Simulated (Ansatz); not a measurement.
**Carrier doping in CuCl**

Take CuCl in the zinc blende structure (space group F-43m, No. 216; a = 5.424 Å) as the base.

Carriers are added at fixed cell with a uniform background; the Fermi–Dirac width is that of 300 K.

All numbers come from PBE (Ansatz, a first-principles code, PAW, without spin-orbit coupling).

Notes on the quantities. Fermi level from band edge: Fermi level relative to the doped band's edge (positive inside the band; to 0.05 eV).

```tsv
change	Fermi level from band edge	gap between the host's bands
undoped	–	0.53 eV
electrons 5.0×10^20 cm⁻³	+0.65 eV	0.51 eV
electrons 2.0×10^21 cm⁻³	+1.30 eV	0.47 eV
electrons 5.0×10^21 cm⁻³	+1.95 eV	0.40 eV
electrons 7.0×10^21 cm⁻³	+2.25 eV	0.36 eV
holes 5.0×10^20 cm⁻³	+0.05 eV	0.57 eV
holes 2.0×10^21 cm⁻³	+0.10 eV	0.71 eV
holes 5.0×10^21 cm⁻³	+0.20 eV	0.97 eV
holes 7.0×10^21 cm⁻³	+0.25 eV	1.15 eV
```

Carriers are added with a uniform compensating background; total energy and stress of such cells depend on the potential's zero and are not compared; many-body gap narrowing is missing at this level. Whether these cells are dynamically stable was not tested. No Hubbard U is applied. The final runs are not spin-polarised.
